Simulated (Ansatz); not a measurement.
Effect of uniaxial strain ε_zz = +1.80 % on ZnO

The reference is ZnO in the wurtzite structure (space group P6_3mc, No. 186; a = 3.187 Å, c = 5.153 Å). Axes: x lies along a and z along c of the hexagonal cell.

The change: uniaxial strain ε_zz = +1.80 %, all other strain components held at zero; the atoms relax in the strained cell.

Level of theory: plane-wave PAW DFT at the LDA level (Ansatz, a quantum-chemistry and plane-wave program, 420 eV), no spin-orbit coupling. Γ-centred 12×12×7 mesh, Fermi–Dirac width 0.05 eV.

The volume per atom rises by 0.20 Å³ (11.33 Å³ → 11.53 Å³) and the space group stays P6_3mc (No. 186). The energy grows by 2.7 meV/atom and the band gap falls by 0.05 eV (0.80 eV → 0.75 eV). The gap character is still direct at Γ and the width of the top valence band drops by 0.037 eV, from 1.93 eV to 1.90 eV. The electron mass goes from 0.15 mₑ (at Γ) to 0.14 mₑ (at Γ) and the valence-band top at Γ (three highest levels, from the VBM) goes from 0.00, 0.00, -0.11 eV to 0.00, 0.00, -0.12 eV. The largest internal atomic displacement comes out as 0.012 Å and the stress (xx, yy, zz, yz, xz, xy; compression positive) amounts to (-2.08, -2.08, -4.26, 0.00, 0.00, 0.00) GPa.

Cost of the whole job for the changed cell (relaxation, final SCF and bands): around 15 core-seconds (rough).

Effective masses come from finite differences of ±0.01 Å⁻¹. No phonon test of stability was made.
